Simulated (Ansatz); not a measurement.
Consider the following.

End structure of a constructed model of the (111) surface of fcc Pt, (√3x√3)R30° surface alloy, Sb on one Pt site of the top plane (bottom of the slab: a bare face, its two planes held):

```
CELL_PARAMETERS angstrom
      4.21082     2.43112     0.00000
     -4.21082     2.43112     0.00000
      0.00000     0.00000    27.50000
ATOMIC_POSITIONS crystal
  Pt 0.00000 0.66667 0.29152
  Pt 0.33333 0.33333 0.29152
  Pt 0.66667 0.00000 0.29152
  Pt 0.00000 0.33333 0.37487
  Pt 0.33333 0.00000 0.37487
  Pt 0.66667 0.66667 0.37487
  Pt 0.00000 0.00000 0.45739
  Pt 0.33333 0.66667 0.45806
  Pt 0.66667 0.33333 0.45806
  Pt 0.00000 0.66787 0.54113
  Pt 0.33213 0.33213 0.54113
  Pt 0.66787 0.00000 0.54113
  Pt 0.00000 0.33283 0.62507
  Pt 0.33283 0.00000 0.62507
  Pt 0.66717 0.66717 0.62507
  Sb 0.00000 0.00000 0.71409
  Pt 0.33333 0.66667 0.70891
  Pt 0.66667 0.33333 0.70891
```

Model: 18-atom slab, 11.5 Å thick at the start, 9x9x1 mesh, Fermi-Dirac 0.1 eV, dipole correction, 6 atoms held, the rest relaxed; symmetry of the start imposed; no spin, no spin-orbit, no U. It is one candidate, not shown to be the stable structure of the face.

**Question.** Estimate the work function of the top face that PBE (Ansatz, a first-principles code) returns for this input.

**Answer.** 4.75 eV
